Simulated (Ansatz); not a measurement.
By PBEsol, the system below comes out a metal.

The ballistic (Sharvin) conductance counts the channels at the Fermi level: G/A = (e²/h) × channels of both spins per area.

Input:

```yaml
crystal:
  lattice:
    - [3.52812, 0.00000, 0.00000]
    - [-1.76406, 3.05544, 0.00000]
    - [1.76406, 1.01848, 2.88069]
  atoms:
    - { symbol: Pb, position: [0.00000, 0.00000, 0.00000] }
```

Space group of this cell: Fm-3m, fcc (Cu type). The cell is taken as given; by PBEsol its mean pressure is -1.5 GPa.

The current flows along the normal of the first two printed cell vectors, the (111) plane of the conventional cell. No spin-orbit coupling; the value is a mean over 0.1 eV about the Fermi level.

Problem. Compute, with PBEsol in Ansatz (an electronic-structure program), the ballistic conductance per area.

Solution. 0.93 × 10¹⁵ S/m² for both spins.
